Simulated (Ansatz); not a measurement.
What pressure 2.1 GPa does to Mo

Consider Mo in the bcc (W type) structure (space group Im-3m, No. 229; a = 3.111 Å).

One thing is altered: cell and atoms relaxed at a pressure of 2.1 GPa.

Computed with Ansatz (a program for electronic structure), LDA, PAW, cutoff 420 eV, no spin-orbit coupling. Settings: 21×21×21 k-points, 0.05 eV Fermi–Dirac smearing.

| quantity | base | changed | shift |
|---|---|---|---|
| volume per atom | 15.06 Å³ | 14.96 Å³ | -0.105 Å³ |
| density | 10.58 g/cm³ | 10.65 g/cm³ | +0.07 g/cm³ |
| lattice parameter a | 3.111 Å | 3.104 Å | -0.007 Å |
| shortest interatomic distance | 2.695 Å | 2.688 Å | -0.0063 Å |
| enthalpy H = E + PV relative to the base's energy | – | +0.20 eV/atom | – |
| band gap | zero | zero | – |

Final structure:

```
Mo
1.0
   -1.55207     1.55207     1.55207
    1.55207    -1.55207     1.55207
    1.55207     1.55207    -1.55207
Mo
1
Direct
  0.00000   0.00000   0.00000
```

Load acts through the strain it causes; cell and atoms are relaxed under it. No phonon test of stability was made. All final runs are without spin polarisation.
